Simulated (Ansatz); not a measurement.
## SiC under a change: isotropic strain +0.80 %

Take SiC (space group P6_3mc, No. 186; a = 3.0785 Å, c = 15.1068 Å) as the base.

It is then changed as follows: every lattice vector is stretched by 0.80 %, atoms relaxed at fixed cell.

Level of theory: plane-wave PAW DFT at the r2SCAN level (Ansatz, an electronic-structure program, 500 eV), spin-orbit coupling left out. Settings: 10×10×2 k-points, 0.05 eV Fermi–Dirac smearing.

| quantity | base | changed | shift |
|---|---|---|---|
| space group | P6_3mc (No. 186) | P6_3mc (No. 186) | – |
| energy relative to the base (free energy F) | 0 meV/atom | +4.1 meV/atom | +4.1 meV/atom |
| pressure (mean of the normal stresses, compression positive) | 0.00 GPa | -5.19 GPa | -5.19 GPa |
| band gap (an upper bound: an edge found on the path is not a true extremum; both cells) | 2.39 eV | 2.39 eV | 0.00 eV |

Cost of the whole job for the changed cell (relaxation, final SCF and bands): about 80 core-seconds (a rough figure).

Whether these cells are dynamically stable was not tested.
